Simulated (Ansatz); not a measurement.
Inside the gap of an insulator the Bloch states are evanescent, with a wavenumber k + iκ along the transport direction.

Consider the following.

```xyz
2
Lattice="3.8549 0.0000 0.0000 0.0000 3.8549 0.0000 1.9274 1.9274 2.7258" Properties=species:S:1:pos:R:3 pbc="T T T"
Ga     0.0000     0.0000     0.0000
P      3.8549     1.9274     1.3629
```

The cell is taken as given; by LDA it stands under a pressure of -2.8 GPa.

Transport runs along the normal of the first two printed cell vectors, the (001) plane of the conventional cell.

The gap is the functional's own. No spin-orbit coupling. Mid-gap values are those at the computed energy nearest the middle.

Problem. Estimate the band gap and the smallest decay constant κ at mid-gap that LDA run with Ansatz (an electronic-structure program) returns for this system.

Solution. Gap 1.44 eV on a 12×12×12 mesh; κ = 0.101 1/Å, at the zone centre.
